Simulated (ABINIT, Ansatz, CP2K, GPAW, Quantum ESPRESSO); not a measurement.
LaPb3 (Pm-3m, 4 atoms in the cell) computed with different codes at matched settings

Self-consistent single point.

```xyz
4
Lattice="4.9295 0.0000 0.0000 0.0000 4.9295 0.0000 0.0000 0.0000 4.9295" Properties=species:S:1:pos:R:3 pbc="T T T"
La     0.0000     0.0000     0.0000
Pb     0.0000     2.4648     2.4648
Pb     2.4648     0.0000     2.4648
Pb     2.4648     2.4648     0.0000
```

All programs got the same cell, k-point mesh and kind of occupations (in Ansatz's words: kpoints.mp_grid.grid = 7 7 7; scf.occupations.method = gaussian; scf.occupations.width = 0.136 eV); potentials, basis and cutoffs are each program's usual ones.

```csv
code,model,pressure (GPa),k-points,cutoff
CP2K,"LDA (Pade form), GPW, DZVP-MOLOPT-SR-GTH basis, GTH-PADE potentials (GTH_POTENTIALS)",-3.34,172,grid 500 Ry
GPAW,"LDA (Perdew-Wang 92), GPAW PAW datasets LDA (gpaw-data 1.0.1)",-3.40,20,800 eV
Quantum ESPRESSO,"LDA (PZ), GBRV 1.5 ultrasoft (LDA) pseudopotentials",-3.28,20,40 Ry
Ansatz,"LDA (PW92), PAW files made with PBE",-3.21,20,default
ABINIT,"LDA (PW92), PAW (JTH v2.0 LDA PAW)",-3.45,20,26 Ha
```

The spread over the programs that give each value: pressure within 0.24 GPa.

The starting cell comes from a database of computed structures (which also holds hypothetical and non-ambient phases and stackings), without a prior relaxation at this level. Its lattice was rescaled by a random factor within 2.5 % of one. On Ansatz's run: Spin-orbit coupling is off. In the base run, with a pressure of about -3 GPa the cell is away from its equilibrium volume at this level.

### Question
Why do the programs differ, and what cannot be compared?

### Answer
Differences of this kind can come from the potentials, where these differ, and from what each basis and cutoff leave unconverged. The valence holds different numbers of electrons (CP2K 23, GPAW 53, Quantum ESPRESSO 53, Ansatz (a first-principles code) 53, ABINIT 53). The zero of total energies and Fermi levels follows the potentials and each program's conventions, so they are not compared here. CP2K uses small atom-centred bases, whose incompleteness enters pressures, forces and empty levels differently from a plane-wave cutoff. Ansatz's pressure is given at a fixed set of plane waves, as the other plane-wave codes print theirs. The same LDA comes in different parametrisations, which differ slightly. The programs reduce the same mesh by symmetry to different extents, which changes the work and not the result.

Left out of this page: Elk and FLEUR (not drawn, or without a comparable value).

Keys are those of Ansatz 0.2.
